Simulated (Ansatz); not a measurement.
## Response to strain in BN

The reference is BN in the wurtzite structure (space group P6_3mc, No. 186).

```
BN
1.0
    2.52320     0.00000     0.00000
   -1.26160     2.18516     0.00000
    0.00000     0.00000     4.17514
B N
2 2
Cartesian
  0.00000   1.45677   0.00126
  1.26160   0.72839   2.08883
  0.00000   1.45677   1.56442
  1.26160   0.72839   3.65198
```

Cartesian axes are those of the cell as printed.

Strains are applied to the cell and any free atomic positions relax.

Method: LDA (Ansatz, a first-principles code; PAW; 420 eV plane waves; no spin-orbit coupling).

Notes on the quantities. energy relative to the base: free energy F.

```tsv
uniaxial strain ε_xx (%)	energy relative to the base (meV/atom)
0	0.0
0.6	?
1.2	2.5
1.8	5.5
2.4	9.7
3	15.0
```

### Question
Fit ΔE = Aε² + Bε³ (ε in %) to the rows shown and predict the withheld row.

### Answer
Least squares on the printed values gives A = 1.76 and B = -0.030 meV/atom (largest residual 0.0 meV/atom); this predicts 0.6 meV/atom, and the run gives 0.6 meV/atom, in agreement.

Stability against distortions was not tested.
